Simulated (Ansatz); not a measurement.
Start from CuI in the zinc blende structure (space group F-43m, No. 216; a = 5.939 Å). Axes: x, y, z lie along the cube axes.

All numbers come from PBEsol/PAW in Ansatz (a quantum-chemistry and plane-wave program), no spin-orbit coupling.

Now apply this change: a pure shear with ε_xy = ε_yx = 0.0086; the atoms relax in the strained cell.

Predict the stress tensor and what it implies for the stiffness.

Stress of the strained cell less that of the base (GPa, compression positive):
```
   0.00   -0.41    0.00
  -0.41    0.00    0.00
   0.00    0.00    0.00
```

Then −Δσ/γ with γ = 2ε = 0.0172 gives relaxed-ion elastic constants: C66 ≈ 24 GPa.

Stability against distortions was not tested. The final runs are not spin-polarised.
